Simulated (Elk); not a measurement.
Worked example: self-consistent single point of Pd (Fm-3m, 1 atom in the cell) in Elk.

Method of the run: Elk with PBE, all-electron FP-LAPW, Elk's shipped species files, LAPW+lo basis.

```
Pd
1.0
    0.00000     1.95084     1.95084
    1.95084     0.00000     1.95084
    1.95084     1.95084     0.00000
Pd
1
Direct
  0.00000   0.00000   0.00000
```

Reference input (self-consistent single point, DFT, PBE, all-electron FP-LAPW, Elk's shipped species files, LAPW+lo basis): xctype = 20; rgkmax = 7.5; stype = 3; swidth = 0.00367493 Ha; ngridk = 10 10 10; gmaxvr = 14 1/bohr; nxoapwlo = 1; rmtscf = 0.94. This run's input differs from it in these lines:

```diff
@@ -22,3 +22,3 @@
 swidth
-  0.00367493
+  0.00183747
 
@@ -39,3 +39,3 @@
 ngridk
-  10 10 10
+  28 28 28
```

Output (repeated stretches shortened):

```
│ Self-consistent loop started │
│ Loop number : 1 │
 total energy                :     -5038.55252234
│ Loop number : 2 │
 total energy                :     -5038.96545643
RMS change in Kohn-Sham potential (target) :   0.2822756789     (  0.1000000000E-05)
Absolute change in total energy (target)   :   0.4129340894     (  0.1000000000E-03)
│ Loop number : 3 │
 total energy                :     -5041.00013641
RMS change in Kohn-Sham potential (target) :   0.2279583733     (  0.1000000000E-05)
Absolute change in total energy (target)   :    2.137913503     (  0.1000000000E-03)
│ Loop number : 4 │
   [... lines left out ...]
Absolute change in total energy (target)   :   0.3508373822E-02 (  0.1000000000E-03)
│ Loop number : 13 │
 total energy                :     -5047.15429508
RMS change in Kohn-Sham potential (target) :   0.2736627959E-05 (  0.1000000000E-05)
Absolute change in total energy (target)   :   0.2029675306E-04 (  0.1000000000E-03)
│ Loop number : 14 │
 total energy                :     -5047.15421613
RMS change in Kohn-Sham potential (target) :   0.3576013969E-06 (  0.1000000000E-05)
Absolute change in total energy (target)   :   0.7387954702E-04 (  0.1000000000E-03)
Convergence targets achieved

│ Loop number : 15 │

Energies :
 Fermi                       :     0.320586084434
 total energy                :     -5047.15420692

Density of states at Fermi energy :    68.70432540
 (states/Hartree/unit cell)

Estimated indirect band gap :   0.1667741603E-03
 from k-point    358 to k-point    117
Estimated direct band gap   :   0.4371859142E-02
 at k-point    360

Charges :
 core                        :    28.00000000
 valence                     :    18.00000000
 interstitial                :    1.306714574
 muffin-tins (core leakage)
  species :    1 (Pd)
   atom    1                 :    44.69328543     (  0.1737836541E-07)
 total in muffin-tins        :    44.69328543
 total calculated charge     :    46.00895713
 total charge                :    46.00000000
 error                       :   0.8957129256E-02

│ Self-consistent loop stopped │
```

The run converged in 15 iterations. The count includes the last loop, which Elk runs after its targets are met. Against the reference run the free energy rises by 31.4 meV/atom.

The starting cell has typed, rounded lattice constants, without a prior relaxation at this level. Its lattice was rescaled by up to half a per cent. Spin polarisation is off. Values depend on the basis (sphere radii, cutoffs, local orbitals), which need not be converged. The log's line on a gap gives a spacing of levels on this mesh, which the program prints for metals too.
